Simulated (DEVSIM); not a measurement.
Structure: Schottky contact on n-type β-Ga2O3, at 300 K.

```csv
layer (left to right),material,thickness (μm),Nd (cm⁻³),τn (s),τp (s)
1,β-Ga2O3,18.0,1.3e17,9.3e-8,9.3e-8
2,β-Ga2O3,1.10,1.7e18,9.3e-8,9.3e-8
```

Left contact: Schottky, work function 5.6 eV, emission velocity 1.1e7 cm/s. Right contact: ohmic. Voltage is applied to the left contact. Recombination: SRH at mid-gap, Auger. Mobility is constant in doping.

This is a model device: material constants are rounded textbook-type values typed into the input, and sizes, dopings and lifetimes were drawn at random. Values at 300 K.

```tsv
parameter	β-Ga2O3
gap (eV)	4.8
affinity (eV)	4
permittivity	10
Nc (cm⁻³)	3.7e18
Nv (cm⁻³)	5e20
μn (cm²/Vs)	160
μp (cm²/Vs)	1
Cn (cm⁶/s)	1e-31
Cp (cm⁶/s)	1e-31
```

Simulated with DEVSIM: 1D drift-diffusion, Boltzmann statistics, complete ionisation; no tunnelling, impact ionisation, image-force lowering or self-heating. Metal contacts follow the ideal Schottky-Mott rule: no Fermi-level pinning, no interface dipoles.

The thickness of layer 1 was swept, all else fixed.

| thickness of layer 1 (μm) | dark forward voltage at 100 A/cm² (V) |
|---|---|
| 3.6 | 1.342 |
| 6.3 | 1.349 |
| 11 | 1.365 |
| 18 | 1.386 |
| 31 | 1.425 |
| 54 | 1.493 |
| 90 | 1.600 |

From the first row to the last the dark forward voltage at 100 A/cm² goes from 1.342 to 1.600.
